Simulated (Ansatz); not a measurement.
**A computed series for GaN: response to strain**

Consider GaN in the zinc blende structure (space group F-43m, No. 216; a = 4.455 Å). Axes: x, y, z lie along the cube axes.

Strains are applied to the cell and any free atomic positions relax.

Method: LDA (Ansatz, a program for electronic structure; PAW; 420 eV plane waves; no spin-orbit coupling).

Notes on the quantities. energy relative to the base: free energy F; pressure: mean of the normal stresses, compression positive.

```tsv
change	band gap	energy relative to the base	shortest interatomic distance	pressure
base	1.96 eV	0 meV/atom	1.929 Å	0.00 GPa
tensor shear ε_xy = +0.86 %	1.89 eV	+1.6 meV/atom	1.925 Å	0.02 GPa
tensor shear ε_xy = +1.43 %	1.84 eV	+4.5 meV/atom	1.922 Å	0.04 GPa
tensor shear ε_xy = +0.29 %	1.93 eV	+0.2 meV/atom	1.928 Å	0.00 GPa
tensor shear ε_xy = +0.57 %	1.91 eV	+0.7 meV/atom	1.926 Å	0.01 GPa
tensor shear ε_xy = +1.71 %	1.81 eV	+6.5 meV/atom	1.921 Å	0.06 GPa
tensor shear ε_xy = +2.00 %	1.78 eV	+8.9 meV/atom	1.920 Å	0.08 GPa
tensor shear ε_xy = +1.14 %	1.87 eV	+2.9 meV/atom	1.924 Å	0.03 GPa
```

Whether these cells are dynamically stable was not tested. This is not the structure that GaN has at room temperature and ambient pressure.
